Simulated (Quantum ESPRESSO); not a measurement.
## Equation of state of zinc-blende BN (space group 216): energy against volume (Quantum ESPRESSO, PBE)

```xyz
2
Lattice="0.0000 1.7754 1.7754 1.7754 0.0000 1.7754 1.7754 1.7754 0.0000" Properties=species:S:1:pos:R:3 pbc="T T T"
B      0.0000     0.0000     0.0000
N      2.6630     2.6630     2.6630
```

Method of the run: PBE, GBRV 1.5 ultrasoft (PBE) pseudopotentials (plane waves; Quantum ESPRESSO). Settings: ecutwfc = 52 Ry; ecutrho = 260 Ry; occupations = smearing; smearing = fermi-dirac; degauss = 0.000734986 Ry; potentials = {B: b_pbe_v1.4.uspp.F.UPF, N: n_pbe_v1.2.uspp.F.UPF}; K_POINTS = automatic 15 15 15 0 0 0; conv_thr = 1e-10 Ry; mixing_beta = 0.5. The cell above is the first row's. The rows scale it uniformly. In all rows fractional positions and the k mesh are held. E is the free energy at the stated smearing, counted from the lowest row.

```
V (Å^3/atom)  E (meV/atom)
------------  ------------
5.5958                   ?
5.7174               11.41
5.8391                2.56
5.9607                0.00
6.0824                3.17
6.2040               11.53
6.3257               24.63
6.4473               42.02
6.5689               63.31
```

Task: Using the third-order Birch-Murnaghan form, a cubic in V^(-2/3), estimate the missing E at V = 5.5958 from the other rows, showing the fit.

Result: With u = V^(-2/3) - 0.298, the rows have u = 0.014753, 0.010392, 0.006183, 0.002112, -0.001822, -0.005634, -0.009321, -0.012895. Least squares gives E = 7.008 - 2173.91·u + 168883·u² - 88104·u³. Residuals (row less fit): -0.001, 0.004, -0.002, 0.001, 0.000, -0.002, 0.005, -0.002; standard error 0.004 (degrees of freedom: 4). Its minimum lies at u = 0.006469, so V0 = (0.304469)^(-3/2) = 5.952. There d²E/du² = 334300 and d³E/du³ = -528600, so B0 = (4/9) × 5.952^(-7/3) × 334300 × 0.160218 = 371 GPa (the last factor turns the table's units into GPa), and B0' = 4 + (2/3) × 0.304469 × (-528600)/334300 = 3.7. The program's pressures in the fitted runs (not shown) pass through zero at V = 5.95, 0.09 % from this V0. At the withheld row, u = 0.019267, so E = 7.008 - 2173.91 × 0.019267 + 168883 × 0.019267² - 88104 × 0.019267³ = 27.185 meV/atom. The calculation gives 27.20 meV/atom, 0.015 meV/atom above the prediction (under 0.05 % of the range of E in the table). The row lies outside the fitted rows, so this is an extrapolation. From the scatter of the fitted rows alone, a prediction at this place has a standard error of 0.011 meV/atom, so the miss is 1.4 times that.

Carrying the step between the two nearest rows on in a straight line would have given 20.25, off by 6.95; series whose last step already gives the withheld value aren't shown. The scan was laid around a cell of about the measured size, scaled by a guess for this functional. The runs keep the symmetry of the cell, so they don't test it for distortions. Cutoffs and mesh are single choices, not tested for convergence of this quantity. Series with a scatter that would blur these digits, or in which a gap closes, are not shown. Nor are scans whose minimum lies at an end fitted in this form.
